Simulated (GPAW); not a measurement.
A self-consistent single point of NbZn₃ (Pm-3m, 4 atoms in the cell) with GPAW.

Level of theory: PBEsol, GPAW PAW datasets PBEsol (made by gpaw-setup) (plane waves; GPAW).

The change in words: lattice scaled by 0.98. Reference geometry:
```
NbZn3
1.0
    3.90998     0.00000     0.00000
    0.00000     3.90998     0.00000
    0.00000     0.00000     3.90998
Nb Zn
1 3
Direct
  0.00000   0.00000   0.00000
  0.50000   0.00000   0.50000
  0.00000   0.50000   0.50000
  0.50000   0.50000   0.00000
```

Reference input (self-consistent single point, DFT PBEsol, plane waves, GPAW PAW datasets PBEsol (made by gpaw-setup)): mode = pw; ecut = 850 eV; xc = PBEsol; kpts = 7 7 7; mesh shift (steps) = 0 0 0; occupations.name = fermi-dirac; occupations.width = 0.1 eV; nbands = -8; symmetry.symmorphic = false; symmetry.tolerance = 0.0005; maxiter = 150. This run's input differs from it in these lines:

```diff
@@ -5,9 +5,9 @@
 atoms = Atoms(['Nb', 'Zn', 'Zn', 'Zn'],
-              cell=[[3.909980, 0.000000, 0.000000],
-                    [0.000000, 3.909980, 0.000000],
-                    [0.000000, 0.000000, 3.909980]],
+              cell=[[3.831780, 0.000000, 0.000000],
+                    [0.000000, 3.831780, 0.000000],
+                    [0.000000, 0.000000, 3.831780]],
               positions=[[0.000000, 0.000000, 0.000000],
-                         [1.954990, 0.000000, 1.954990],
-                         [0.000000, 1.954990, 1.954990],
-                         [1.954990, 1.954990, 0.000000]],
+                         [1.915890, 0.000000, 1.915890],
+                         [0.000000, 1.915890, 1.915890],
+                         [1.915890, 1.915890, 0.000000]],
               pbc=True)
```

Output (repeated stretches shortened):

```
     iter     time        total  log10-change:
                         energy   eigst   dens
iter:   1 --:--:--   -17.417396
iter:   2 --:--:--   -17.560876   -0.27  -1.38
iter:   3 --:--:--   -16.802293   -0.89  -1.38
iter:   4 --:--:--   -17.950745   -0.76  -1.65
iter:   5 --:--:--   -17.642604   -2.50  -1.54
   [... 2 lines left out ...]
iter:   8 --:--:--   -16.780205   -1.59  -1.97
iter:   9 --:--:--   -16.794168   -2.67  -2.70
iter:  10 --:--:--   -16.764340   -2.61  -2.49
iter:  11 --:--:--   -16.763220   -3.78  -2.82
iter:  12 --:--:--   -16.763111c  -4.41  -3.47
iter:  13 --:--:--   -16.763150c  -4.93  -3.62
iter:  14 --:--:--   -16.763080c  -5.62  -3.56
iter:  15 --:--:--   -16.763013c  -4.74  -3.71
iter:  16 --:--:--   -16.762992c  -6.35  -3.96
iter:  17 --:--:--   -16.762989c  -7.15  -3.98
iter:  18 --:--:--   -16.762983c  -6.44  -3.99
iter:  19 --:--:--   -16.763002c  -5.89  -4.06c
iter:  20 --:--:--   -16.762997c  -7.56c -4.33c
Converged after 20 iterations.

Dipole moment: (-0.000000, -0.000000, 0.000000) |e|*Ang

Energy contributions relative to reference atoms: (reference = -250316.848828)

Kinetic:         -6.326307
Potential:       +8.242315
External:        +0.000000
XC:             -18.464517
Entropy (-ST):   -0.041882
Local:           -0.193547
SIC:             +0.000000
--------------------------
Free energy:    -16.783938
Extrapolated:   -16.762997

Showing only first 2 kpts
 Kpt  Band  Eigenvalues  Occupancy
  0    22      9.17877    0.04760
  0    23      9.17877    0.04760
  0    24      9.17877    0.04760
  0    25     10.44370    0.00000

  1    22      8.71488    1.43211
  1    23      8.71488    1.43211
  1    24      9.36827    0.00730
  1    25     10.43772    0.00000

Fermi level: 8.80738

No gap
No difference between direct/indirect transitions
Energy (eV): -16.762997

Forces in eV/Ang:
  0 Nb    0.00000    0.00000    0.00000
  1 Zn    0.00000    0.00000    0.00000
  2 Zn   -0.00000    0.00000    0.00000
  3 Zn    0.00000    0.00000    0.00000

Stress tensor:
    -0.032596     0.000000     0.000000
     0.000000    -0.032596     0.000000
     0.000000     0.000000    -0.032596
Stress (GPa, Voigt): [-5.2225 -5.2225 -5.2225  0.      0.      0.    ]
```

The run converged in 20 iterations. GPAW prints stress with tension positive. Against the reference run the free energy rises by 3.3 meV/atom and the pressure goes from -3.47 to 5.22 GPa.

The starting cell comes from a database of computed structures (which also holds hypothetical and non-ambient phases and stackings), without a prior relaxation at this level. For this run, on top of that: lattice scaled by 0.98. Spin polarisation is off. With a pressure of about 5 GPa the cell is away from its equilibrium volume at this level.

Cost on one core of a shared machine: roughly 40 s.
